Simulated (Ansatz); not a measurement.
## SiO2: band gap against strain

SiO2 (rutile, P4_2/mnm, 7.657 Å³/atom at rest, c along z) under a strain ε along a (axis x), the other axes held. LDA in Ansatz, a plane-wave DFT program (PAW, default set), 420 eV, 8×8×12 Γ-centred mesh, Fermi-Dirac smearing 0.05 eV; ions are relaxed within the symmetry of each cell. Gaps are the smallest over the k-mesh and a band path, without spin-orbit coupling; in all rows the valence edge lies at Γ and the conduction edge at Γ.

Here s stands for strain and Eg for gap.

| strain (%) | gap (eV) |
|---|---|
| -3.00 | ? |
| -1.80 | 6.089 |
| -1.20 | 5.991 |
| -0.60 | 5.898 |
| 0.00 | 5.809 |

### Question
Fit Eg against s with a straight line, and predict the withheld value at s = -3.00.

### Answer
Means: s -0.90000, Eg 5.9468. About the means, the sum of products is -0.27990 and the sum of squares of s is 1.8000; the slope is their ratio. Least squares gives Eg = 5.8068 - 0.15550·s. Residuals (row less fit): 0.0023, -0.0024, -0.0021, 0.0022; standard error 0.0032 (degrees of freedom: 2). Over these rows the gap moves by -16 ± 0.2 eV per unit strain. At the withheld row, Eg = 5.8068 - 0.15550 × (-3.0) = 6.2733 eV. The calculation gives 6.296 eV, 0.0227 eV above the prediction (4.7 % of the range of Eg in the table). The row lies outside the fitted rows, so this is an extrapolation. From the scatter of the fitted rows alone, a prediction at this place has a standard error of 0.0061 eV, so the miss is 3.7 times that.

One order more, fitted to all 6 runs of the series, follows each within 0.001, so the miss is the next term of a smooth law. SiO2 is here stishovite, a high-pressure form. Rows are the converged runs of the series near zero and its far end; series whose fitted rows scatter by over a few per cent of the range, as at a crossing or softening among them, aren't shown in this form. Most that stay on the fit to the last digits aren't either.
